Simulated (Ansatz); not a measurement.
Base system: CdSe in the zinc blende structure (space group F-43m, No. 216; a = 6.007 Å). Axes: x, y, z lie along the cube axes.

All numbers come from Ansatz (a program for electronic structure) LDA, no SOC.

For the base:

| Item | Value |
|---|---|
| Shortest interatomic distance | 2.601 Å |
| Band gap | 0.41 eV |

One thing is altered: tensile biaxial strain of 2.00 % in the plane normal to [001], as in epitaxy on a mismatched substrate; the out-of-plane cell vector and the atoms relax.

Question: What happens to the shortest interatomic distance, hole mass and band gap?

Answer: The shortest interatomic distance increases by 0.0093 Å to 2.611 Å; the hole mass is 0.032 mₑ out of plane, 0.61 mₑ in plane (at Γ); the band gap decreases by 0.121 eV to 0.28 eV.

Effective masses come from finite differences of ±0.01 Å⁻¹. Stability against distortions was not tested. The zero or small gap of CdSe under biaxial strain +2.00 %, plane normal [001], relaxed out of plane can change with the level of theory.
